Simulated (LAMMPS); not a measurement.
An MD run on a free-standing liquid film of Ag with 25 % of Ag sites Au, 2352 atoms, at 1510 K.

Level of theory: classical MD, pair style eam, the elements' _u3.eam files (universal-3 set of Foiles, Baskes and Daw); code LAMMPS.

Q: What does the simulation give for the number density in the middle, the surface tension, the excess potential energy of the surface?

A: number density in the middle: 0.0492 Å⁻³; surface tension: 0.309 ± 0.008 N/m; excess potential energy of the surface: 0.59 J/m².
